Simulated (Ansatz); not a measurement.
A computed series for Ag: response to strain

Take Ag in the fcc (Cu type) structure (space group Fm-3m, No. 225; relaxed with 0.1 eV smearing) as the base.

```
CELL_PARAMETERS angstrom
      0.00000     2.05214     2.05214
      2.05214     0.00000     2.05214
      2.05214     2.05214     0.00000
ATOMIC_POSITIONS crystal
  Ag 0.00000 0.00000 0.00000
```

Cartesian axes are those of the cell as printed.

Strains are applied to the cell and any free atomic positions relax; under biaxial strain the out-of-plane vector relaxes too.

Calculations: plane-wave PAW DFT at the r2SCAN level (Ansatz, a quantum-chemistry and plane-wave program, 500 eV), scalar-relativistic without spin-orbit coupling.

Notes on the quantities. energy relative to the base: free energy F.

```json
[
 {"change": "base", "out-of-plane strain": "–", "energy relative to the base": "0 meV/atom"},
 {"change": "biaxial strain −3.00 %, plane normal [001], relaxed out of plane", "out-of-plane strain": "+4.34 %", "energy relative to the base": "+10 meV/atom"},
 {"change": "biaxial strain −2.50 %, plane normal [001], relaxed out of plane", "out-of-plane strain": "[?]", "energy relative to the base": "[?]"},
 {"change": "biaxial strain −2.00 %, plane normal [001], relaxed out of plane", "out-of-plane strain": "+2.91 %", "energy relative to the base": "+4.1 meV/atom"},
 {"change": "biaxial strain −1.50 %, plane normal [001], relaxed out of plane", "out-of-plane strain": "+2.19 %", "energy relative to the base": "+2.2 meV/atom"},
 {"change": "biaxial strain −1.00 %, plane normal [001], relaxed out of plane", "out-of-plane strain": "+1.46 %", "energy relative to the base": "+0.9 meV/atom"},
 {"change": "biaxial strain −0.50 %, plane normal [001], relaxed out of plane", "out-of-plane strain": "+0.74 %", "energy relative to the base": "+0.2 meV/atom"}
]
```

Q: What belongs in the blanks?

A: 
- biaxial strain −2.50 %, plane normal [001], relaxed out of plane, out-of-plane strain: +3.63 %
- biaxial strain −2.50 %, plane normal [001], relaxed out of plane, energy relative to the base: +6.7 meV/atom

Whether these cells are dynamically stable was not tested.
